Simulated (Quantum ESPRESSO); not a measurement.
Checking a run of Quantum ESPRESSO on K2CuF4 (I4/mmm, 7 atoms in the cell). The aim is a self-consistent single point with DFT, PBEsol, plane waves, GBRV 1.5 ultrasoft (PBESOL) pseudopotentials.

Cell that was meant: a = 7.0080 Å, b = 7.0080 Å, c = 7.0080 Å, α = 145.58°, β = 145.58°, γ = 49.47°.

Part of the input:

```fortran
    nat = 7
    ntyp = 3
    ecutwfc = 50
    occupations = 'smearing'
    smearing = 'marzari-vanderbilt'
    degauss = 0.0099958
/
```

The program printed (abridged):

```
     Message from routine setup:
     using ibrav=0 with symmetry is DISCOURAGED, use correct ibrav instead
     G-vector sticks info
   [... lines left out ...]
                       cart. coord. in units 2pi/alat
        k(    1) = (   0.0000000   0.0000000   0.0000000), wk =   0.0058309
        k(    2) = (   0.2414137   0.2414137   0.0000000), wk =   0.0233236
        k(    3) = (   0.4828273   0.4828273   0.0000000), wk =   0.0233236
   [... 37 lines left out ...]

     Dense  grid:    35247 G-vectors     FFT dimensions: (  60,  60,  60)

     Initial potential from superposition of free atoms

     starting charge      62.9927, renormalised to      65.0000
     Self-consistent Calculation

     iteration #  1     ecut=    50.00 Ry     beta= 0.40

     Threshold (ethr) on eigenvalues was too large:
     Diagonalizing with lowered threshold

     total energy              =    -711.77382095 Ry
     estimated scf accuracy    <       0.61625898 Ry

     iteration #  2     ecut=    50.00 Ry     beta= 0.40

     total energy              =    -711.87601999 Ry
     estimated scf accuracy    <       0.34951540 Ry

     iteration #  3     ecut=    50.00 Ry     beta= 0.40

     total energy              =    -711.93318996 Ry
     estimated scf accuracy    <       0.01848986 Ry

   [... 8 blocks of this kind left out ...]

     iteration # 12     ecut=    50.00 Ry     beta= 0.40

     total energy              =    -711.93739338 Ry
     estimated scf accuracy    <          4.7E-09 Ry

     iteration # 13     ecut=    50.00 Ry     beta= 0.40
     End of self-consistent calculation

     the Fermi energy is     4.9267 ev

!    total energy              =    -711.93739339 Ry
     estimated scf accuracy    <          7.1E-10 Ry
     smearing contrib. (-TS)   =       0.00038801 Ry
     internal energy E=F+TS    =    -711.93778139 Ry

     convergence has been achieved in  13 iterations

     Forces acting on atoms (cartesian axes, Ry/au):

     atom    1 type  1   force =     0.00000000    0.00000000    0.00000000
     atom    2 type  1   force =     0.00000000    0.00000000    0.00000000
     atom    3 type  2   force =    -0.00000000   -0.00000000    0.00495243
     atom    4 type  2   force =     0.00000000    0.00000000   -0.00495243
   [... lines left out ...]

     Total force =     0.008501     Total SCF correction =     0.000024

          total   stress  (Ry/bohr**3)                   (kbar)     P=      -18.30
  -0.00016440   0.00000000   0.00000000          -24.18        0.00        0.00
  -0.00000000  -0.00016440   0.00000000           -0.00      -24.18        0.00
  -0.00000000  -0.00000000  -0.00004449           -0.00       -0.00       -6.54

   JOB DONE.
```

Task: Is this run sound? If not, what is wrong?

Result: The results can be used. The input holds a density cutoff or grid that is too coarse, which can do harm: the charge density holds wave vectors up to twice those of the orbitals (four times the energy cutoff), and augmentation charges need more still. Here it did none. The run converged in 13 iterations, and against the sound input the free energy stays essentially unchanged (within 1 meV/atom), the pressure stays at -1.83 GPa and the largest force stays at 0.127 eV/Å.

The sound input it was made from differs as follows (other fixes are possible):
```diff
+    ecutrho = 400
```

With that input, the run converged in 13 iterations: free energy E − TS -9686.4024 eV; Fermi level (on the code's own zero) 4.93 eV; pressure -1.83 GPa; largest force (vector length) 0.127 eV/Å (DFT, PBEsol, plane waves, GBRV 1.5 ultrasoft (PBESOL) pseudopotentials).

On the sound input: the starting cell comes from a database of published, mostly measured structures (it also holds non-ambient and calculated ones), without a prior relaxation at this level. Spin polarisation is off; with an odd number of electrons in the cell that forces a metal, and a magnetic state may lie lower.
